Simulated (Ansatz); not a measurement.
The parent structure is Si in the diamond structure (space group Fd-3m, No. 227; a = 5.434 Å). Axes: x, y, z lie along the cube axes.

One thing is altered: compressive biaxial strain of 1.29 % in the plane normal to [001], as in epitaxy on a mismatched substrate; the out-of-plane cell vector and the atoms relax.

Levels (all Ansatz, a quantum-chemistry and plane-wave program, PAW): PBEsol (420 eV, spin-orbit coupling left out); HSE06+SOC (420 eV, noncollinear with spin-orbit coupling).

The geometry is relaxed with PBEsol.

- PBEsol lowest conduction level above the VBM at special points = X 0.45 eV; M 0.63 eV; S₀ 1.20 eV; Γ 2.44 eV
- PBEsol valence-band top at Γ = 0.00, 0.00, -0.17 eV

Task: What does HSE06+SOC give at this geometry for the lowest conduction level above the VBM at special points and valence-band top at Γ?

Result: The lowest conduction level above the VBM at special points becomes X 1.10 eV; M 1.30 eV; S₀ 1.90 eV; Γ 3.20 eV (PBEsol: X 0.45 eV; M 0.63 eV; S₀ 1.20 eV; Γ 2.44 eV); the valence-band top at Γ (three highest Kramers pairs, from the VBM) becomes 0.00, -0.03, -0.20 eV (PBEsol: 0.00, 0.00, -0.17 eV).

Single points use the geometry relaxed with PBEsol. HSE06 gaps are upper bounds (no full band path). Differences between runs with and without spin-orbit coupling are approximate. The levels and masses belong to the bands next to the band gap. Whether these cells are dynamically stable was not tested. k-point labels follow each cell's own Brillouin zone.
